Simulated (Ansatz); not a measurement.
## Ti₂InB₂ (space group P-6m2, No. 187; a hypothetical phase, not in the database extracts checked)

Space group P-6m2 (No. 187); a = 3.0557 Å, b = 3.0557 Å, c = 7.8293 Å, α = 90.00°, β = 90.00°, γ = 120.00°

```
atom  site  symmetry       x       y       z
----  ----  --------  ------  ------  ------
Ti      2h       3m.  0.3333  0.6667  0.3059
In      1a      -6m2  0.0000  0.0000  0.0000
B       1b      -6m2  0.0000  0.0000  0.5000
B       1f      -6m2  0.6667  0.3333  0.5000
```

All numbers come from DFT with PBEsol, PAW potentials and a 420 eV plane-wave cutoff in Ansatz (a first-principles code), no spin-orbit coupling. Γ-centred 17×17×6 mesh, Fermi–Dirac width 0.05 eV.

Volume per atom: 12.66 Å³
Density: 6.09 g/cm³
Band gap: zero
Total energy: -2156.507 eV/atom (σ→0; compares only within this code and set-up)

Whether these cells are dynamically stable was not tested. All final runs are without spin polarisation. An odd electron count without spin: Ti2InB2.
